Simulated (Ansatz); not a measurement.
Effect of pressure 5 GPa on HfS2

Start from HfS₂ in the CdI2 type structure (space group P-3m1, No. 164; a = 3.606 Å, c = 5.768 Å; layered, stacked along the Cartesian z axis).

Now apply this change: cell and atoms relaxed at a pressure of 5 GPa.

Calculations: Ansatz (a first-principles code) PBE-D3(BJ), scalar-relativistic without spin-orbit coupling. Settings: 11×11×6 k-points, 0.05 eV Fermi–Dirac smearing.

```tsv
quantity	base	changed	shift
volume per atom	21.65 Å³	19.59 Å³	-2.053 Å³
density	6.20 g/cm³	6.85 g/cm³	+0.65 g/cm³
c/a ratio	1.600	1.542	-0.058
shortest interatomic distance	2.541 Å	2.513 Å	-0.028 Å
enthalpy H = E + PV relative to the base's energy	–	+0.64 eV/atom	–
band gap	0.85 eV	0.31 eV	-0.54 eV
gap character	indirect, Γ → L	indirect, Γ → L	–
smallest direct gap	1.81 eV	1.42 eV	-0.39 eV
mean gap deformation potential ΔEg/Δln V	–	+5.4 eV	–
width of the top valence band	2.10 eV	2.58 eV	+0.48 eV
valence-band top at Γ (three highest levels, from the VBM)	–	0.00, -0.44, -0.44 eV	–
```

Final structure:

```xyz
3
Lattice="3.5308 0.0000 0.0000 -1.7654 3.0577 0.0000 0.0000 0.0000 5.4446" Properties=species:S:1:pos:R:3 pbc="T T T"
Hf     0.0000     0.0000     0.0000
S      0.0000     2.0385     1.4695
S      1.7654     1.0192     3.9751
```

Spin-orbit coupling, missing from the scalar runs, can matter with Hf. Load acts through the strain it causes; cell and atoms are relaxed under it. No phonon test of stability was made. No other phases were tried under pressure.
